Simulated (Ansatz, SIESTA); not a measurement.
Code comparison for Zr2Sb3Pd (P-4m2, 6 atoms in the cell)

Self-consistent single point.

```
CELL_PARAMETERS angstrom
      3.96126     0.00000     0.00000
      0.00000     3.96126     0.00000
      0.00000     0.00000     8.73892
ATOMIC_POSITIONS crystal
  Zr 0.50000 0.00000 0.73919
  Zr 0.00000 0.50000 0.26081
  Sb 0.50000 0.00000 0.38377
  Sb 0.00000 0.50000 0.61623
  Sb 0.00000 0.00000 0.00000
  Pd 0.50000 0.50000 0.00000
```

Shared settings, as Ansatz (a quantum-chemistry and plane-wave program) writes them: kpoints.mp_grid.grid = 7 7 3; magnetization.spin_orbit = true; scf.occupations.method = gaussian; scf.occupations.width = 0.01 Ry. Potentials and cutoffs stand in the table.

```
code                                                                                                                                                               model  pressure (GPa)  largest force (eV/Å)       cutoff
------  ----------------------------------------------------------------------------------------------------------------------------------------------------------------  --------------  --------------------  -----------
SIESTA  GGA PBEsol with spin-orbit coupling, numerical atomic orbitals TZP, PseudoDojo PBEsol fully relativistic norm-conserving potentials (rewritten from UPF to PSML)               –                 0.119  grid 350 Ry
Ansatz                                                                                                          PBEsol with spin-orbit coupling, PAW files made with PBE           -4.85                 0.120      default
```

Size of the force on each atom (eV/Å): Sizes of forces hide their directions.

| code | Zr1 | Zr2 | Sb3 | Sb4 | Sb5 | Pd6 |
|---|---|---|---|---|---|---|
| SIESTA | 0.061 | 0.061 | 0.119 | 0.119 | 0.000 | 0.000 |
| Ansatz | 0.003 | 0.003 | 0.120 | 0.120 | 0.000 | 0.000 |

A dash marks a value that a program does not give, or that is left out as unsure.

The spread over the programs that give each value: largest force within 0.001 eV/Å.

SIESTA uses small atom-centred bases, whose incompleteness enters pressures, forces and empty levels differently from a plane-wave cutoff.

The starting cell comes from a database of computed structures (which also holds hypothetical and non-ambient phases and stackings), without a prior relaxation at this level.

Keys are those of Ansatz 0.2.
